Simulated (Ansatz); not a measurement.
A periodic model of amorphous W₂₀Si₁₀N₂₀:

```xyz
50
Lattice="8.5077 0.0000 0.0000 0.0000 8.5077 0.0000 0.0000 0.0000 8.5077" Properties=species:S:1:pos:R:3 pbc="T T T"
W      1.0080     6.4118     4.4102
W      8.2450     8.3174     6.3242
W      3.4424     5.1149     3.2750
W      5.2168     3.2320     1.5467
W      2.7052     4.3074     5.8857
W      2.3924     6.9307     6.9326
W      3.3070     1.6082     7.1759
W      0.3107     7.7624     2.1474
W      7.0566     5.4185     2.2951
W      2.8951     8.0199     1.1373
W      5.2684     7.8570     6.6831
W      6.5324     0.5011     0.7963
W      8.3259     6.0620     8.1869
W      4.9335     5.2968     7.8760
W      7.5803     4.7053     5.8732
W      6.4660     2.1064     6.6972
W      6.5991     7.8334     3.9404
W      3.6304     7.7248     4.1319
W      2.5167     4.3537     0.2650
W      0.8184     2.4280     5.6119
Si     5.5715     3.4040     4.7489
Si     2.7725     2.0422     1.4063
Si     5.0605     5.6730     5.2742
Si     1.4134     0.4548     4.1032
Si     2.8026     2.6444     3.8201
Si     0.9492     4.2399     2.8143
Si     8.4241     2.8837     0.3155
Si     0.8926     0.7979     0.2607
Si     4.5822     0.9071     2.5188
Si     7.9731     2.4290     3.5041
N      7.0149     7.5793     7.8320
N      2.3611     6.8303     2.7778
N      1.0723     5.4301     6.3044
N      7.5729     0.8652     2.7299
N      6.7879     2.5128     0.6682
N      3.4159     0.0618     5.9193
N      6.5592     5.2190     0.4570
N      4.1094     7.1167     8.2370
N      5.1427     1.0961     7.8645
N      4.0839     4.8871     1.3086
N      7.6557     6.6711     5.2326
N      1.2718     1.0427     7.0325
N      1.7741     6.3306     0.2435
N      8.1745     3.1842     7.1155
N      5.4266     6.0454     3.4813
N      6.4331     0.6384     5.4059
N      3.8772     3.5658     7.4203
N      6.7978     7.3773     1.9672
N      6.4478     3.3842     3.1797
N      0.4249     4.3887     1.0261
```

The numbers are results of PBE, scalar-relativistic without spin-orbit coupling (plane waves to 420 eV, PAW; Ansatz, a first-principles code), not measurements. The usual formal charges leave 100 electrons over, so the level spacing at the Fermi energy parts defect or band states and needn't be the band gap.

The cell was made by melting and quenching with the CHGNet potential and then relaxed with DFT. N atoms were pushed apart under 1.9 Å during the dynamics, to hinder bonds among them. The hot cell started wider than the set density and was brought back towards it in steps. It is the lowest in DFT energy of 2 quenches. It is a model cell: composition and starting density were chosen by hand, and all elements were melted together. No dispersion term was used. Its density started from a set value of 13.06 and ended at 11.43 g/cm³. The simulated quench (nominally 300 K/ps over its main leg) is rapid and tends to freeze in more defects than a deposited or slowly cooled glass has. A cell of this size samples the disorder only roughly. The volume was free in the relaxation, at fixed shape. Stress components on the final sampling reach 3.2 GPa. On a 2×2×2 Γ-centred mesh force components of up to 0.41 eV/Å stay, since the relaxation ran on one k-point at (1/4, 1/4, 1/4).

Cut-offs for bonds: W-W 3.04 Å, W-Si 2.74 Å, W-N 2.68 Å, Si-Si 2.60 Å, Si-N 2.06 Å, N-N 1.70 Å. Two cations that share two anions don't count as bonded, nor two that share one unless they lie closer than W-W 2.95 Å, W-Si 2.66 Å, Si-Si 2.38 Å.

### Question
Give the coordination numbers, mean bond lengths and angles.

### Answer

| Property | Result |
|---|---|
| Mean coordination of W by anions | 3.75 (2 with 2, 6 with 3, 7 with 4, 5 with 5); 58 close contacts or bonds to cations besides |
| Mean coordination of Si by anions | 0.90 (4 with 0, 4 with 1, 1 with 2, 1 with 3); 36 close contacts or bonds to cations besides |
| Mean coordination of N | 4.20 (16 with 4, 4 with 5) |
| Mean W-N bond | 2.115 Å (spread 0.134 Å, 75 counted) |
| Mean W-W close contact | 2.872 Å (spread 0.088 Å, 17 counted) |
| Mean W-Si close contact | 2.597 Å (spread 0.063 Å, 24 counted) |
| Mean Si-Si bond | 2.426 Å (spread 0.073 Å, 6 counted) |
| Bond angle at W | mean 100.0°, spread 31.9° |
| Bond angle at Si | mean 103.2°, spread 28.4° |
| Bond angle at N | mean 106.7°, spread 23.3° |
